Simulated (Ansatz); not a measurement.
PBE against r2SCAN: KTaO3, electrons 7.0×10^21 cm⁻³

Base system: KTaO₃ in the cubic perovskite structure (space group Pm-3m, No. 221; a = 4.023 Å).

(Cell as relaxed with PBE.)

Levels (all Ansatz, an electronic-structure program, PAW, earlier PAW set): PBE (420 eV, no spin-orbit coupling); r2SCAN (500 eV, scalar-relativistic without spin-orbit coupling).

Each level relaxes its own structure.

```
base                      PBE    r2SCAN
-------------------  --------  --------
volume per atom      13.02 Å³  12.70 Å³
lattice parameter a   4.023 Å   3.989 Å
band gap              2.17 eV   2.64 eV
```

It is then changed as follows: electrons 7.0×10^21 cm⁻³, on a uniform background at fixed cell.

```json
[
 {"quantity": "shift of the gap caused by the change", "PBE": "+0.38 eV", "r2SCAN": "(withheld)"},
 {"quantity": "gap between the host's bands", "PBE": "2.55 eV", "r2SCAN": "(withheld)"},
 {"quantity": "gap character", "PBE": "indirect, R → Γ", "r2SCAN": "(withheld)"}
]
```

Given the PBE results, estimate those of r2SCAN.


- shift of the gap caused by the change, r2SCAN: +0.38 eV
- gap between the host's bands, r2SCAN: 3.02 eV
- gap character, r2SCAN: indirect, R → Γ

PBE's gap between the host's bands lies 0.47 eV below r2SCAN's; the two agree on the shift of the gap caused by the change and gap character. Neither level is exact; r2SCAN is the comparison here, not a measurement.

Carriers are added with a uniform compensating background; total energy and stress of such cells depend on the potential's zero and are not compared; many-body gap narrowing is missing at this level. Spin-orbit coupling, missing from the scalar runs, can matter with Ta. Stability against distortions was not tested.
